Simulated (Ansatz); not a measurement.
A series of runs on KHg2 (Imma, 6 atoms in the cell)

```
KHg2
1.0
   -2.62549     3.96807     4.57325
    2.62549    -3.96807     4.57325
    2.62549     3.96807    -4.57325
K Hg
2 4
Cartesian
  2.62549   1.98404   4.12351
  0.00000   1.98404   0.44973
  2.62549   3.54405  -1.48960
  0.00000   0.42403   6.06284
  0.00000   4.39210   3.08365
  2.62549  -0.42403   1.48960
```

Base run A: LDA (PW92), default PAW files made with PBE run with Ansatz (an electronic-structure program), self-consistent single point.

Its settings: kpoints.mp_grid.grid = 6 6 6; hamiltonian.xc = lda; hamiltonian.pseudopotentials = {kind: paw} (the program's default PAW files); scf.occupations.method = methfessel_paxton; scf.occupations.width = 0.1 eV.

The starting cell comes from a database of computed structures (which also holds hypothetical and non-ambient phases and stackings), without a prior relaxation at this level. Ansatz's pressure includes its estimate of the finite-basis (Pulay) stress.

Run A gave: pressure (GPa) -2.59; largest force (eV/Å) 0.106.

Runs:
- B: hamiltonian.xc: lda → pbesol [PBEsol]
- C: hamiltonian.xc: lda → blyp [BLYP]
- D: hamiltonian.xc: lda → r2scan [r2SCAN]

Q: What does run C change against A?

A: The pressure goes from -2.59 to 3.22 GPa and the largest force goes from 0.106 to 0.119 eV/Å.

Q: What does run B change against A?

A: The pressure goes from -2.59 to -1.00 GPa and the largest force goes from 0.106 to 0.067 eV/Å.

Q: What does run D change against A?

A: The pressure goes from -2.59 to -0.14 GPa and the largest force goes from 0.106 to 0.035 eV/Å.

```tsv
run	pressure (GPa)	largest force (eV/Å)
A	-2.59	0.106
B	-1.00	0.067
C	3.22	0.119
D	-0.14	0.035
```

Left out of this page: 2 runs of the series held back from this collection.

Keys are those of Ansatz 0.2.
